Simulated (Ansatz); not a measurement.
**InP (model structure, started from the NiAs type, P6₃/mmc, No. 194, 4 atoms in the cell): bulk modulus by level of theory**

No measured value is used here.

| level (code) | value (GPa) | cell (Å³/atom) |
|---|---|---|
| LDA (Ansatz) | … | 20.18 |
| PBEsol (Ansatz) | 81.6 | 20.66 |
| r²SCAN (Ansatz) | 82.3 | 21.08 |

**Question.** What belongs in the gaps?

**Answer.** 
- LDA (Ansatz, a quantum-chemistry and plane-wave program), value (GPa): 86.3

LDA, PBEsol, r²SCAN: the bulk modulus is −V dP/dV from two relaxed cells at ±2 % in volume. Each level is taken at its own relaxed cell. Cutoffs differ between the levels. Ansatz's density-functional and Hartree–Fock values are scalar-relativistic unless marked +SOC, with PAW data made under PBE.

A model structure was made by putting elements into a prototype or built by hand; it is no filed structure, need not be a known phase, and can be a saddle point held by its symmetry.
